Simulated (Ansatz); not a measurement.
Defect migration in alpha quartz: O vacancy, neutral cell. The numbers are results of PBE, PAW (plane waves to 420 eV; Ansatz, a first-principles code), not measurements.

Settings: 72 host sites, the relaxed PBE lattice, the Γ point alone, smearing 0.01 eV, spin-restricted, no image-charge correction. No zero-point or tunnelling terms. The charge state is imposed; whether it is stable for some Fermi level was not computed. Forms of the defect that were not tried may lie lower.

Barriers: single points on a 2×2×2 k-point mesh shifted by half a step along c at the bands' geometries.

The step: one O atom jumps into the vacancy from a nearby O site; the atom moves 2.13 Å along (0.34, 0.17, -0.28) of the unit cell; the moving atom starts with neighbours 2 Si at 1.64 Å and ends with 2 Si at 1.64 Å.

What is the computed migration barrier of this step (PBE, PAW)?

4.64 eV, the same both ways. At the saddle the moving atom has neighbours Si at 1.56 Å. The saddle point's order was not checked, and it lies on a symmetry element of the cell, where a band can be held.
